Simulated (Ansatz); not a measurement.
Ansatz (an electronic-structure program) run on Zn₂SeS (P-4m2, 4 atoms in the cell): dielectric-response calculation.

Method: LDA (PW92), default PAW files made with PBE (plane waves; Ansatz).

```
CELL_PARAMETERS angstrom
      3.92102     0.00000     0.00000
      0.00000     3.92102     0.00000
      0.00000     0.00000     5.53869
ATOMIC_POSITIONS crystal
  Zn 0.50000 0.00000 0.76306
  Zn 0.00000 0.50000 0.23694
  Se 0.00000 0.00000 0.50000
  S  0.50000 0.50000 0.00000
```

Reference input (self-consistent single point, DFT, LDA (PW92), plane waves, default PAW files made with PBE): basis.ecutwfc = 420 eV; kpoints.mp_grid.grid = 6 6 5; hamiltonian.xc = lda; hamiltonian.pseudopotentials = {kind: paw} (the program's default PAW files); scf.occupations.method = fixed. This run's input differs from it in these lines:

Ansatz 0.2 input:
```diff
@@ -14,3 +14,3 @@
 kpoints:
-  mp_grid: { grid: [6, 6, 5] }
+  mp_grid: { grid: [12, 12, 9], shift: [0.5, 0.5, 0.5] }
 hamiltonian:
@@ -20,6 +20,4 @@
   occupations: { method: fixed }
-output:
-  forces: true
-  eigenvalues: true
-  stress: true
+dielectric:
+  field_mesh: kpoints
```

Log, with long lists cut:

```
SCF iter   1: F=—  HF=-12748.192240 eV  |F-HF|=—  |Δ(HF+E_count)|=         —  Δρ=6.42e-3  dr2=3.17e-2  ethr=1.77e-3  ⟨swp⟩=5.0  Hψ=36573  notcnv=0  defer=949
all-band conjugate gradients solve this SCF's bands
preconditioner: auto → Resta (q_TF=auto, 2.462 Å⁻¹)
SCF iter   2: F=—  HF=-12748.184069 eV  |F-HF|=—  |Δ(HF+E_count)|=   8.17e-3  Δρ=2.88e-3  dr2=7.59e-3  ethr=6.89e-5  ⟨swp⟩=3.0  Hψ=17515  notcnv=0  defer=972
   [... lines left out ...]
SCF iter   7: F=—  HF=-12748.181876 eV  |F-HF|=—  |Δ(HF+E_count)|=   8.31e-7  Δρ=9.79e-6  dr2=1.20e-7  ethr=2.26e-9  ⟨swp⟩=2.0  Hψ=16200  notcnv=0  defer=324
SCF iter   8: F=—  HF=-12748.181875 eV  |F-HF|=—  |Δ(HF+E_count)|=   1.59e-7  Δρ=4.09e-6  dr2=1.09e-8  ethr=2.60e-10  ⟨swp⟩=2.0  Hψ=16200  notcnv=0  defer=324
SCF iter   9: F=—  HF=-12748.181875 eV  |F-HF|=—  |Δ(HF+E_count)|=   8.11e-9  Δρ=5.45e-7  dr2=4.22e-10  ethr=2.36e-11  ⟨swp⟩=2.9  Hψ=16983  notcnv=0  defer=324
SCF iter  10: F=-12748.181875 eV  HF=-12748.181875 eV  |F-HF|=3.64e-12  |Δ(HF+E_count)|=  1.29e-10  Δρ=1.44e-7  dr2=3.33e-11  ethr=1.00e-12  ⟨swp⟩=8.0  Hψ=34028  notcnv=0
SCF 1 converged in 10 iterations: F = -12748.181875 eV  dr2 = 3.33e-11
DFPT response loops at Γ: preconditioner auto → Resta (q_TF=auto, 2.462 Å⁻¹)  ε∞=5.9 (no band partly filled) …
Free energy (F): -12748.181875 eV
Internal energy: -12748.181875 eV  (E = F + TS)
E sigma→0 (E₀):  -12748.181875 eV
Fermi energy:    5.962898 eV
--- Dielectric response (ions clamped): 2 representative field directions + reference, on 324 of 1296 k-points (Σ response iterations 19) ---
  k mesh reduced under 2 symmetry operations, with k and −k counted as one. Each operation leaves every solved perturbation unchanged …
   [... lines left out ...]
         0.00000   -1.85882    0.00000
         0.00000    0.00000   -1.98664
    site 3:
        -2.20370    0.00000   -0.00000
         0.00000   -2.20370    0.00000
         0.00000    0.00000   -2.08260
  Z* charge neutrality: 1.192e-5 e pre-enforcement
  k-mesh period / interband length: 47.1 Å / 3.24 Å = 14.53 at k = (0.0417, 0.0417, 0.0556), direct gap 1.728 eV — 14 or more, which is no proof of convergence
```

The run converged in 10 iterations. 

Summary of the result:
- Free energy E − TS (on the zero of these files): -12748.1819 eV
- Top of the valence band (on the code's own zero): 5.96 eV
- Gap on the k-point mesh: 1.73 eV
- ε∞ at this k-point mesh, which may be far from converged in small-gap cells (xx, yy, zz): 6.94, 6.94, 6.92
- Born charges at this mesh (mean of the diagonal, e): Zn 2.03, Zn 2.03, Se -1.90, S -2.16

The starting cell comes from a database of computed structures (which also holds hypothetical and non-ambient phases and stackings), without a prior relaxation at this level. Its lattice was rescaled by up to half a per cent. The shifted mesh does not hold Γ, so a gap read on it misses any band edge there.

Cost on one core of a shared machine: roughly 10 min.
